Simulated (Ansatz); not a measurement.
The starting structures come from a database of crystals and need not be the phases stable at ambient conditions.

 Where the default PAW files enter, the runs use the earlier of Ansatz's two default sets.

Tunnelling through a barrier is set by its complex band structure: the current falls as exp(−2κd) with the smallest κ.

Input:

```yaml
crystal:
  lattice:
    - [3.15041, 0.00000, 0.00000]
    - [-1.57520, 2.72833, 0.00000]
    - [1.57520, -0.90944, 2.52186]
  atoms:
    - { symbol: Al, position: [0.00000, 0.00000, 0.00000] }
    - { symbol: N, position: [0.75000, 0.25000, 0.75000] }
```

Space group of this cell: R3m. The cell is strained (lengths across the current scaled by 1.02, ions clamped); by r2SCAN its mean pressure is -7.4 GPa.

Transport runs along the normal of the first two printed cell vectors, the (111) (indices of the unstrained crystal) plane of the conventional cell.

No gap correction and no spin-orbit coupling; mid-gap values are interpolated between computed energies.

Q: Predict the band gap and the smallest decay constant κ at mid-gap from r2SCAN (Ansatz, a first-principles code).

A: Gap 3.83 eV on a 12×12×12 mesh; κ = 0.272 1/Å, at the zone centre.
